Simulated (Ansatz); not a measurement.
By PBEsol, the system below comes out a metal.

Without scattering a metal conducts by its projected Fermi surface.

Consider the following.

```yaml
crystal:
  lattice:
    - [3.75675, 0.00000, 0.00000]
    - [0.00000, 3.75675, 0.00000]
    - [1.87837, -1.87837, 2.65642]
  atoms:
    - { symbol: Co, position: [0.00000, 0.00000, 0.00000] }
    - { symbol: Si, position: [0.25000, 0.25000, 0.50000] }
    - { symbol: Si, position: [0.75000, 0.75000, 0.50000] }
```

The cell is taken as given.

The current flows along the normal of the first two printed cell vectors, the (001) plane of the conventional cell. No spin-orbit coupling; the value is a mean over 0.1 eV about the Fermi level.

Problem. Estimate the ballistic conductance per area that PBEsol (Ansatz, an electronic-structure program) returns for this system.

Solution. 0.78 × 10¹⁵ S/m² for both spins.
